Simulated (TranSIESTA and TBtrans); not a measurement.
Junction: pyrazine-2,5-diyl held by thiolate S between the apex atoms of two Al(100) rods. Leads: fcc Al rod along [100], layers of 5 and 4 atoms, a = 4.04 Å. Geometry: as built, not relaxed. Transport runs along z; the first 18 and the last 18 of the 79 atoms are the lead cells, repeated to infinity.

```xyz
79
Lattice="14.213 0.000 0.000 0.000 14.213 0.000 0.000 0.000 40.280" Properties=species:S:1:pos:R:3 pbc="F F T"
Al     7.107     7.107     0.000
Al     9.963     7.107     0.000
Al     7.107     9.963     0.000
Al     4.250     7.107     0.000
Al     7.107     4.250     0.000
Al     8.535     8.535     2.020
Al     5.678     8.535     2.020
Al     8.535     5.678     2.020
Al     5.678     5.678     2.020
Al     7.107     7.107     4.040
Al     9.963     7.107     4.040
Al     7.107     9.963     4.040
Al     4.250     7.107     4.040
Al     7.107     4.250     4.040
Al     8.535     8.535     6.060
Al     5.678     8.535     6.060
Al     8.535     5.678     6.060
Al     5.678     5.678     6.060
Al     7.107     7.107     8.080
Al     9.963     7.107     8.080
Al     7.107     9.963     8.080
Al     4.250     7.107     8.080
Al     7.107     4.250     8.080
Al     8.535     8.535    10.100
Al     5.678     8.535    10.100
Al     8.535     5.678    10.100
Al     5.678     5.678    10.100
Al     7.107     7.107    12.120
Al     9.963     7.107    12.120
Al     7.107     9.963    12.120
Al     4.250     7.107    12.120
Al     7.107     4.250    12.120
Al     8.535     8.535    14.140
Al     5.678     8.535    14.140
Al     8.535     5.678    14.140
Al     5.678     5.678    14.140
Al     7.107     7.107    16.160
S      8.663     6.151    17.558
C      7.783     6.691    19.017
C      6.803     5.880    19.598
N      6.149     6.314    20.708
C      6.431     7.523    21.262
S      5.550     8.062    22.721
C      7.410     8.334    20.681
N      8.064     7.899    19.572
H      6.563     4.914    19.174
H      7.651     9.300    21.106
Al     7.107     7.107    24.120
Al     8.535     8.535    26.140
Al     5.678     8.535    26.140
Al     8.535     5.678    26.140
Al     5.678     5.678    26.140
Al     7.107     7.107    28.160
Al     9.963     7.107    28.160
Al     7.107     9.963    28.160
Al     4.250     7.107    28.160
Al     7.107     4.250    28.160
Al     8.535     8.535    30.180
Al     5.678     8.535    30.180
Al     8.535     5.678    30.180
Al     5.678     5.678    30.180
Al     7.107     7.107    32.200
Al     9.963     7.107    32.200
Al     7.107     9.963    32.200
Al     4.250     7.107    32.200
Al     7.107     4.250    32.200
Al     8.535     8.535    34.220
Al     5.678     8.535    34.220
Al     8.535     5.678    34.220
Al     5.678     5.678    34.220
Al     7.107     7.107    36.240
Al     9.963     7.107    36.240
Al     7.107     9.963    36.240
Al     4.250     7.107    36.240
Al     7.107     4.250    36.240
Al     8.535     8.535    38.260
Al     5.678     8.535    38.260
Al     8.535     5.678    38.260
Al     5.678     5.678    38.260
```

Run with TranSIESTA and TBtrans (open boundaries, self-consistent; PseudoDojo norm-conserving potentials, scalar-relativistic): PAO.BasisSize SZP, PAO.EnergyShift 0.15 eV, XC.Authors PBE, Mesh.Cutoff 150 Ry, ElectronicTemperature 300 K, TS.Voltage 0.0 eV, TBT.Elecs.Eta 0.001 eV, no spin polarisation.

Energies count from the leads' Fermi level. Transmissions are for one spin of a degenerate pair. The energy step is 0.02 eV; narrower resonances are cut or missed.

```tsv
E (eV)	T
-0.20	0.00571
-0.16	0.00458
-0.12	0.00387
-0.08	0.00368
-0.04	0.00415
0.00	0.00575
0.04	0.0141
0.08	0.0233
0.12	0.0287
0.16	0.0338
0.20	0.0390
```

Give the zero-bias conductance in μS and the resistance at 300 K.

At the Fermi level T = 0.00575. Averaged with −∂f/∂E over the full grid (kT = 25.9 meV) it is 0.00852, well away from the value at one energy, as T changes fast within a few kT. With G0 = 2e²/h = 77.48 μS, G = 0.660 μS and R = 1/G = 1520 kΩ.

Estimate the thermopower by Mott's formula S = −(π²/3)(kB²T/e) d ln T/dE from the rows at -0.04 and 0.04 eV.

d ln T/dE = 15.3 eV⁻¹ and (π²/3) kB²T/e = 7.33 μV/K · eV, so S = -110 μV/K; the full integral gives -98 μV/K. A negative sign means that T rises with energy over the thermal window.

The leads' channel count changes near 0.03 eV, within the thermal window, so values at the Fermi level hang on where that band edge falls. Semilocal functionals put molecular levels too close to the Fermi level and tend to overestimate such conductances.
